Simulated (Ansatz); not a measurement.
TaF₅ (C2/m, No. 12), treated with LDA (PAW; Ansatz, an electronic-structure program).

Run with plane-wave cutoff 500 eV, 6×6×8 k mesh (along the axes of the cell as run), gaussian smearing 0.02 eV, scalar-relativistic PAW data made under PBE.

Cell (relaxed at this level):

```cif
data_F20Ta4
_chemical_formula_sum 'F20 Ta4'
_space_group_name_H-M_alt 'P 1'
_space_group_IT_number 1
_cell_length_a 8.38843
_cell_length_b 8.38843
_cell_length_c 4.79134
_cell_angle_alpha 94.865
_cell_angle_beta 94.865
_cell_angle_gamma 113.112
loop_
_space_group_symop_operation_xyz
  'x, y, z'
loop_
_atom_site_label
_atom_site_type_symbol
_atom_site_fract_x
_atom_site_fract_y
_atom_site_fract_z
_atom_site_occupancy
F1 F 0.35046 0.35046 0.61771 1
F2 F 0.64954 0.64954 0.38229 1
F3 F 0.12576 0.12576 0.91444 1
F4 F 0.87424 0.87424 0.08556 1
F5 F 0.83138 0.41541 0.37287 1
F6 F 0.58459 0.16862 0.62713 1
F7 F 0.16862 0.58459 0.62713 1
F8 F 0.41541 0.83138 0.37287 1
F9 F 0.02738 0.21995 0.37965 1
F10 F 0.78005 0.97262 0.62035 1
F11 F 0.97262 0.78005 0.62035 1
F12 F 0.21995 0.02738 0.37965 1
Ta1 Ta 0.26357 0.26357 0.23903 1
Ta2 Ta 0.73643 0.73643 0.76097 1
F13 F 0.27506 0.47307 0.14113 1
F14 F 0.52693 0.72494 0.85887 1
F15 F 0.72494 0.52693 0.85887 1
F16 F 0.47307 0.27506 0.14113 1
Ta3 Ta 0.79418 0.20582 0.50000 1
Ta4 Ta 0.20582 0.79418 0.50000 1
F17 F 0.92768 0.30131 0.84967 1
F18 F 0.69869 0.07232 0.15033 1
F19 F 0.07232 0.69869 0.15033 1
F20 F 0.30131 0.92768 0.84967 1
```

What does this level give for the band gap?


* **band gap**: 5.70 eV (on the SCF k mesh)

Note: the relaxation could not lower the start's symmetry, so the cell can be a saddle point above a distorted one; the volume lies 10 % below that of the published cell.

Spin–orbit coupling is not included.
